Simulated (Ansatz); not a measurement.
**Effect of pressure 75 GPa on SiC**

Take SiC in the wurtzite structure (space group P6_3mc, No. 186; a = 3.075 Å, c = 5.049 Å) as the base.

Perturbation: cell and atoms relaxed at a pressure of 75 GPa.

Calculations: Ansatz (a first-principles code), r2SCAN, PAW, cutoff 500 eV, no spin-orbit coupling, earlier PAW set. Settings: 12×12×7 k-points, 0.05 eV Fermi–Dirac smearing.

```json
[
 {"quantity": "volume per atom", "base": "10.34 Å³", "changed": "8.32 Å³", "shift": "-2.02 Å³"},
 {"quantity": "density", "base": "3.22 g/cm³", "changed": "4.00 g/cm³", "shift": "+0.78 g/cm³"},
 {"quantity": "lattice parameter a", "base": "3.075 Å", "changed": "2.863 Å", "shift": "-0.212 Å"},
 {"quantity": "c/a ratio", "base": "1.642", "changed": "1.636", "shift": "-0.0053"},
 {"quantity": "shortest interatomic distance", "base": "1.883 Å", "changed": "1.752 Å", "shift": "-0.131 Å"},
 {"quantity": "enthalpy H = E + PV relative to the base's energy", "base": "–", "changed": "+4.29 eV/atom", "shift": "–"},
 {"quantity": "band gap", "base": "2.65 eV", "changed": "2.32 eV", "shift": "-0.33 eV"},
 {"quantity": "gap character", "base": "indirect, Γ → K", "changed": "indirect, Γ → K", "shift": "–"},
 {"quantity": "smallest direct gap", "base": "4.48 eV", "changed": "4.97 eV", "shift": "+0.496 eV"},
 {"quantity": "width of the top valence band", "base": "4.03 eV", "changed": "4.70 eV", "shift": "+0.67 eV"},
 {"quantity": "electron mass", "base": "0.26 mₑ along c, 0.43 mₑ across (at K)", "changed": "0.23 mₑ along c, 0.38 mₑ across (at K)", "shift": "–"},
 {"quantity": "valence-band top at Γ (three highest levels, from the VBM)", "base": "0.00, 0.00, -0.11 eV", "changed": "0.00, 0.00, -0.07 eV", "shift": "–"},
 {"quantity": "valley order (the lowest conduction-band minima on the path, energy above the VBM, named in the base's zone)", "base": "–", "changed": "K (1/3, 1/3, 0) 2.32 eV; M (1/2, 0, 0) 3.68 eV", "shift": "–"}
]
```

Load acts through the strain it causes; cell and atoms are relaxed under it. Effective masses come from finite differences of ±0.01 Å⁻¹. No phonon test of stability was made. Competing high-pressure phases were not computed.
